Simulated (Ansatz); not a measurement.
## A series of runs on VOF₃ (P1, 20 atoms in the cell)

```
VOF3
1.0
    5.52891     0.00000     0.00000
    0.33979     5.69395     0.00000
    0.01411     0.11213     9.75268
V O F
4 4 12
Direct
  0.05483   0.04469   0.00972
  0.54904   0.47500   0.99160
  0.45562   0.96253   0.50537
  0.96544   0.45338   0.49419
  0.22102   0.27548   0.03717
  0.80267   0.22734   0.46695
  0.22763   0.79672   0.53154
  0.72558   0.22579   0.96978
  0.28271   0.79545   0.03354
  0.43288   0.04367   0.32580
  0.55410   0.50366   0.17547
  0.09392   0.51543   0.32803
  0.91007   0.97578   0.17060
  0.27668   0.27597   0.54321
  0.70816   0.71317   0.45678
  0.05805   0.00784   0.82614
  0.92300   0.51582   0.67408
  0.39591   0.51231   0.82869
  0.59338   0.98666   0.67222
  0.76932   0.69331   0.95910
```

Base run A: PBEsol, default PAW files made with PBE in Ansatz (a program for electronic structure), self-consistent single point.

Its settings: basis.ecutwfc = 30.9 Ry; kpoints.mp_grid.grid = 4 4 3; hamiltonian.xc = pbesol; hamiltonian.pseudopotentials = {kind: paw} (the program's default PAW files); scf.occupations.method = fixed.

The starting cell comes from a database of computed structures (which also holds hypothetical and non-ambient phases and stackings), without a prior relaxation at this level. Its lattice was rescaled by a random factor within 2.5 % of one. In the base run, with a pressure of about -12 GPa the cell is away from its equilibrium volume at this level. In the base run, forces exceed 1 eV/Å. Ansatz's pressure includes its estimate of the finite-basis (Pulay) stress.

ΔF is the free energy per atom less that of run A. 

```json
[
 {"run": "A", "scf.mixing.algorithm, scf.mixing.beta": "default (the program chose MSR1), default", "ΔF (meV/atom)": "0.00", "pressure (GPa)": "-12.02", "largest force (eV/Å)": "2.973", "gap on the mesh (eV)": "2.517", "iterations": "17"},
 {"run": "B", "scf.mixing.algorithm, scf.mixing.beta": "broyden, 0.02", "ΔF (meV/atom)": "0.00", "pressure (GPa)": "-12.02", "largest force (eV/Å)": "2.973", "gap on the mesh (eV)": "2.517", "iterations": "36"},
 {"run": "C", "scf.mixing.algorithm, scf.mixing.beta": "broyden, 0.05", "ΔF (meV/atom)": "0.00", "pressure (GPa)": "-12.02", "largest force (eV/Å)": "2.973", "gap on the mesh (eV)": "2.517", "iterations": "25"},
 {"run": "D", "scf.mixing.algorithm, scf.mixing.beta": "broyden, 0.1", "ΔF (meV/atom)": "0.00", "pressure (GPa)": "-12.02", "largest force (eV/Å)": "2.973", "gap on the mesh (eV)": "2.517", "iterations": "19"},
 {"run": "E", "scf.mixing.algorithm, scf.mixing.beta": "broyden, 0.2", "ΔF (meV/atom)": "0.00", "pressure (GPa)": "-12.02", "largest force (eV/Å)": "2.973", "gap on the mesh (eV)": "2.517", "iterations": "15"},
 {"run": "F", "scf.mixing.algorithm, scf.mixing.beta": "broyden, 0.3", "ΔF (meV/atom)": "0.00", "pressure (GPa)": "-12.02", "largest force (eV/Å)": "2.973", "gap on the mesh (eV)": "2.517", "iterations": "15"},
 {"run": "G", "scf.mixing.algorithm, scf.mixing.beta": "broyden, 0.5", "ΔF (meV/atom)": "0.00", "pressure (GPa)": "-12.02", "largest force (eV/Å)": "2.973", "gap on the mesh (eV)": "2.517", "iterations": "16"},
 {"run": "H", "scf.mixing.algorithm, scf.mixing.beta": "broyden, 0.7", "ΔF (meV/atom)": "0.00", "pressure (GPa)": "-12.02", "largest force (eV/Å)": "2.973", "gap on the mesh (eV)": "2.517", "iterations": "15"},
 {"run": "I", "scf.mixing.algorithm, scf.mixing.beta": "broyden, 0.9", "ΔF (meV/atom)": "0.00", "pressure (GPa)": "-12.02", "largest force (eV/Å)": "2.973", "gap on the mesh (eV)": "2.517", "iterations": "15"},
 {"run": "J", "scf.mixing.algorithm, scf.mixing.beta": "broyden, 1", "ΔF (meV/atom)": "0.00", "pressure (GPa)": "-12.02", "largest force (eV/Å)": "2.973", "gap on the mesh (eV)": "2.517", "iterations": "17"}
]
```

Runs B, C, D, E, F, G, H, I, J gave the same state as A (within 1 meV/atom). The fewest iterations to that state were 15 (E, F, H, I); the most were 36.

Keys are those of Ansatz 0.2.
